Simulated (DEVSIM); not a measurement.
Structure: W/HfO2/SiO2/p-Si capacitor, at 300 K.

Layer 1 from the left is HfO2, thickness (nm) 6.50. Layer 2 from the left is SiO2, thickness (nm) 0.540. Layer 3 from the left is Si, thickness (nm) 5200, Na (cm⁻³) 1.2e16.

Metal gate on the left, work function 4.6 eV. Fixed charge at the semiconductor interface 0 cm⁻² (in units of +e); no interface traps.

Constants are typed, rounded textbook-type inputs, not results; the design itself was drawn at random and stands for no fabricated device. Values at 300 K.

HfO2: gap (eV) 5.7, affinity (eV) 2.5, permittivity 22. SiO2: gap (eV) 9, affinity (eV) 0.9, permittivity 3.9. Si: gap (eV) 1.124, affinity (eV) 4.05, permittivity 11.7, Nc (cm⁻³) 2.86e19, Nv (cm⁻³) 3.1e19.

Problem. Estimate by hand the flat-band voltage, the threshold voltage, and compare with a numerical solution.

Solution. 
- Flat-band voltage: C = 2.04 μF/cm², work-function difference -0.371 V; VFB = φms − qNf/C = -0.37 V; numerical -0.37 V.
- Threshold voltage: φF = 0.360 V, depletion charge √(4εqNφF) = 5.35e-8 C/cm²; VT = VFB + 2φF + Qd/C = 0.38 V; numerical 0.38 V.

DEVSIM, 1D Poisson equation in equilibrium, Boltzmann statistics, complete ionisation; no quantum confinement or tunnelling. Metal contacts follow the ideal Schottky-Mott rule: no Fermi-level pinning, no interface dipoles.
